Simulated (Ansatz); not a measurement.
Take ZnSe in the zinc blende structure (space group F-43m, No. 216; a = 5.666 Å) as the base. Axes: x, y, z lie along the cube axes.

The change: a pure shear with ε_yz = ε_zy = -0.0023, atoms relaxed at fixed cell.

Levels (all Ansatz, a quantum-chemistry and plane-wave program, PAW, earlier PAW set): r2SCAN (500 eV, no spin-orbit coupling); HSE06 (420 eV, scalar-relativistic without spin-orbit coupling); HSE06+SOC (420 eV, spin-orbit coupling included).

At the geometry relaxed with r2SCAN, these levels gave the following band gaps, in shuffled order: (a) 1.85 eV, (b) 2.40 eV, (c) 2.26 eV.

Match each gap to its level.

(a) r2SCAN; (b) HSE06; (c) HSE06+SOC.

Single points use the geometry relaxed with r2SCAN. The spin-orbit shifts are approximate. The cells carry an imposed strain or load. Stability against distortions was not tested.
